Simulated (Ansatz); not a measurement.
The parent structure is BP in the zinc blende structure (space group F-43m, No. 216; a = 4.5202 Å).

Level of theory: plane-wave PAW DFT at the PBEsol level (Ansatz, a program for electronic structure, 420 eV), no spin-orbit coupling.

One change was made to it. Results:

The band gap falls by 0.03 eV to 1.08 eV; the lattice parameter a rises by 0.248 Å (4.520 Å → 4.768 Å).

What was done to the base?
A) P → Cu
B) B → In
C) P → As

C, P → As. For comparison, the band gap in the other runs: P → Cu gives zero; B → In gives 0.57 eV.

Whether these cells are dynamically stable was not tested. As relaxed here, CuB is a hypothetical phase, not in the database extracts checked. The final runs are not spin-polarised.
